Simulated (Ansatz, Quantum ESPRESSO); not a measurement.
# Rh (Fm-3m, 1 atom in the cell) computed with different codes at matched settings

Self-consistent single point.

```yaml
crystal:
  lattice:
    - [0.00000, 1.88396, 1.88396]
    - [1.88396, 0.00000, 1.88396]
    - [1.88396, 1.88396, 0.00000]
  atoms:
    - { symbol: Rh, position: [0.00000, 0.00000, 0.00000] }
```

Shared settings, as Ansatz (an electronic-structure program) writes them: kpoints.mp_grid.grid = 15 15 15; magnetization.spin_orbit = true; scf.occupations.method = gaussian; scf.occupations.width = 0.1 eV. Potentials and cutoffs stand in the table.

```tsv
code	model	pressure (GPa)	cutoff
Ansatz	PBE with spin-orbit coupling, PAW files	14.31	420 eV
Quantum ESPRESSO	PBE, spin-orbit coupling, PseudoDojo fully relativistic norm-conserving (PBE) pseudopotentials	15.29	90 Ry
```

The spread over the programs that give each value: pressure within 0.98 GPa.

Ansatz's pressure is given at a fixed set of plane waves, as the other plane-wave codes print theirs; with its correction for the finite basis it is 14.52 GPa (the shift of 0.21 GPa shows how far the cutoff is from converged).

The starting cell comes from a database of computed structures (which also holds hypothetical and non-ambient phases and stackings), without a prior relaxation at this level. Its lattice was rescaled by a random factor within 2.5 % of one.

Left out of this page: ABINIT (failed or unconverged); Elk, FLEUR and SIESTA (not drawn, or without a comparable value).

Keys are those of Ansatz 0.2.
